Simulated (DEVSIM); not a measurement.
Device: Mo/Al2O3/p-Ge capacitor, at 300 K.

| layer (left to right) | material | thickness (nm) | Na (cm⁻³) |
|---|---|---|---|
| 1 | Al2O3 | 3.70 | - |
| 2 | Ge | 7600 | 6.1e15 |

Metal gate on the left, work function 4.6 eV. Fixed charge at the semiconductor interface 0 cm⁻² (in units of +e); no interface traps.

Constants are typed, rounded textbook-type inputs, not results; the design itself was drawn at random and stands for no fabricated device. Values at 300 K; Nc and Nv go as T^1.5, mobilities as T to minus their exponent, the gap by Varshni's rule with the affinity fixed.

```
parameter         Al2O3        Ge
----------------  -----  --------
gap (eV)            6.8     0.664
affinity (eV)      1.35         4
permittivity          9        16
Nc (cm⁻³)             -   1.04e19
Nv (cm⁻³)             -      6e18
Varshni α (eV/K)      -  0.000477
Varshni β (K)         -       235
```

DEVSIM, 1D Poisson equation in equilibrium, Boltzmann statistics, complete ionisation; no quantum confinement or tunnelling. Metal contacts follow the ideal Schottky-Mott rule: no Fermi-level pinning, no interface dipoles.

Base results: flat-band voltage (V) 0.11; capacitance of the dielectric stack (μF/cm²) 2.15; threshold voltage (band bending 2φF) (V) 0.42; minimum of the low-frequency capacitance (μF/cm²) 0.0611.

Q: What follows from this one change: fixed charge 0 → 1.38e+12 cm^-2?

A: flat-band voltage 0.11 → 0.01 V; capacitance of the dielectric stack little changed (2.15 μF/cm²); threshold voltage (band bending 2φF) 0.42 → 0.32 V; minimum of the low-frequency capacitance little changed (0.0611 μF/cm²).

Q: What follows from this one change: gate work function 4.6 → 4.45 eV?

A: flat-band voltage 0.11 → -0.04 V; capacitance of the dielectric stack little changed (2.15 μF/cm²); threshold voltage (band bending 2φF) 0.42 → 0.27 V; minimum of the low-frequency capacitance little changed (0.0611 μF/cm²).

Q: What follows from this one change: substrate doping 6.1e+15 → 6.1e+14 cm^-3?

A: flat-band voltage 0.11 → 0.17 V; capacitance of the dielectric stack little changed (2.15 μF/cm²); threshold voltage (band bending 2φF) 0.42 → 0.35 V; minimum of the low-frequency capacitance 0.0611 → 0.0291 μF/cm².

Q: What follows from this one change: Al2O3 thickness 0.0037 → 0.0031 μm?

A: flat-band voltage little changed (0.11 V); capacitance of the dielectric stack 2.15 → 2.57 μF/cm²; threshold voltage (band bending 2φF) little changed (0.42 V); minimum of the low-frequency capacitance little changed (0.0614 μF/cm²).

Q: What follows from this one change: interface trap density 0 → 2e+12 cm^-2 eV^-1?

A: flat-band voltage little changed (0.11 V); capacitance of the dielectric stack little changed (2.15 μF/cm²); threshold voltage (band bending 2φF) 0.42 → 0.46 V; minimum of the low-frequency capacitance 0.0611 → 0.326 μF/cm².
